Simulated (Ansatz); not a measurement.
TaTe (model structure, Pm-3m, No. 221, 2 atoms in the cell)

Calculation: r²SCAN (Ansatz, a quantum-chemistry and plane-wave program, plane waves, PAW).

Run with plane-wave cutoff 560 eV, 16×16×16 k mesh, Fermi–Dirac smearing 0.05 eV, scalar-relativistic PAW data made under PBE.

Cell (relaxed at this level):

Space group Pm-3m (No. 221); a = 3.4060 Å, b = 3.4060 Å, c = 3.4060 Å, α = 90.00°, β = 90.00°, γ = 90.00°

| atom | site | symmetry | x | y | z |
|---|---|---|---|---|---|
| Ta | 1a | m-3m | 0.0000 | 0.0000 | 0.0000 |
| Te | 1b | m-3m | 0.5000 | 0.5000 | 0.5000 |

| Item | Result |
|---|---|
| band gap | none |
| bulk modulus | 153 GPa |

Note: the bulk modulus is −V dP/dV from two relaxed cells at ±2 % in volume; the relaxation could raise the start's symmetry but not lower it, so the cell can be a saddle point.

Spin–orbit coupling is not included; it can open a gap where bands touch, and shift volumes and moduli.

Static lattice: no zero-point or thermal effects.

A model structure was made by putting elements into a prototype or built by hand; it is no filed structure, need not be a known phase, and can be a saddle point held by its symmetry.
